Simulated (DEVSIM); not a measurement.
System: illuminated Si n-on-p cell, one wavelength, at 350 K.

| layer (left to right) | material | thickness (μm) | Nd (cm⁻³) | Na (cm⁻³) | τn (s) | τp (s) | absorption coefficient (cm⁻¹) |
|---|---|---|---|---|---|---|---|
| 1 | Si | 0.470 | 1.7e18 | - | 2.1e-8 | 1.3e-7 | 1100 |
| 2 | Si | 32.0 | - | 5.9e16 | 4.1e-7 | 4.1e-7 | 1100 |

Left contact: ohmic, minority hole recombination velocity 1000 cm/s. Right contact: ohmic, minority electron recombination velocity 3000 cm/s. Voltage is applied to the left contact. Recombination: SRH at mid-gap, radiative, Auger. Light enters at the left, 1.3e17 photons cm⁻² s⁻¹, one pass, no reflection. Mobility is μmin + (μ − μmin)/(1 + (N/Nref)^α).

The device is made up for the run: typed textbook-type constants, with dimensions and the other settings drawn at random. Values at 300 K; Nc and Nv go as T^1.5, mobilities as T to minus their exponent, the gap by Varshni's rule with the affinity fixed.

| parameter | Si |
|---|---|
| gap (eV) | 1.124 |
| affinity (eV) | 4.05 |
| permittivity | 11.7 |
| Nc (cm⁻³) | 2.86e19 |
| Nv (cm⁻³) | 3.1e19 |
| μn (cm²/Vs) | 1417 |
| μp (cm²/Vs) | 470 |
| μn,min | 52 |
| μp,min | 45 |
| Nref,n | 9.7e16 |
| Nref,p | 2.2e17 |
| αn | 0.68 |
| αp | 0.72 |
| T exponent of μn | 2.3 |
| T exponent of μp | 2.2 |
| B (cm³/s) | 4.7e-15 |
| Cn (cm⁶/s) | 2.8e-31 |
| Cp (cm⁶/s) | 9.9e-32 |
| Varshni α (eV/K) | 0.000473 |
| Varshni β (K) | 636 |

Simulated with DEVSIM: 1D drift-diffusion, Boltzmann statistics, complete ionisation; no tunnelling, impact ionisation, image-force lowering or self-heating.

The photon flux was swept, all else fixed.

```
photon flux (cm^-2 s^-1)  fill factor  largest power (mW/cm²)  short-circuit current (mA/cm²)  open-circuit voltage (V)
------------------------  -----------  ----------------------  ------------------------------  ------------------------
3.9e15                           0.71                   0.126                           0.487                     0.364
1.3e16                           0.73                   0.479                            1.62                     0.402
3.9e16                           0.75                    1.60                            4.87                     0.436
1.3e17                           0.77                    5.91                            16.2                     0.473
3.9e17                           0.78                    19.2                            48.7                     0.507
1.3e18                           0.79                    69.7                             162                     0.543
3.9e18                           0.80                     224                             488                     0.577
```

From the first row to the last the fill factor goes from 0.71 to 0.80. From the first row to the last the largest power goes from 0.126 to 224.
